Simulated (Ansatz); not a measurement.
# PbS in the rock salt structure (space group Fm-3m, No. 225)

```yaml
crystal:
  lattice:
    - [0.00000, 3.00445, 3.00445]
    - [3.00445, 0.00000, 3.00445]
    - [3.00445, 3.00445, 0.00000]
  atoms:
    - { symbol: S, position: [0.00000, 0.00000, 0.00000] }
    - { symbol: Pb, position: [0.50000, 0.50000, 0.50000] }
```

Calculations: plane-wave PAW DFT at the PBE level (Ansatz, an electronic-structure program, 420 eV), no spin-orbit coupling. Γ-centred 10×10×10 mesh, Fermi–Dirac width 0.05 eV.

| Quantity | Result |
|---|---|
| Volume per atom | 27.12 Å³ |
| Density | 7.32 g/cm³ |
| Band gap | 0.49 eV, direct at L |
| Electron mass | 0.16 mₑ |
| Hole mass | 0.19 mₑ along k, 0.13 mₑ across |
| Lowest conduction-band minima above the VBM | L along ⟨111⟩ 0.49 eV; a point along ⟨110⟩, about 0.6 Å⁻¹ from Γ 1.36 eV |
| Total energy | -6404.786 eV/atom (σ→0; compares only within this code and set-up) |

Spin-orbit coupling, missing from the scalar runs, can matter with Pb. Effective masses come from finite differences of ±0.01 Å⁻¹. Along k means along the line from Γ to the band edge. Stability against distortions was not tested.
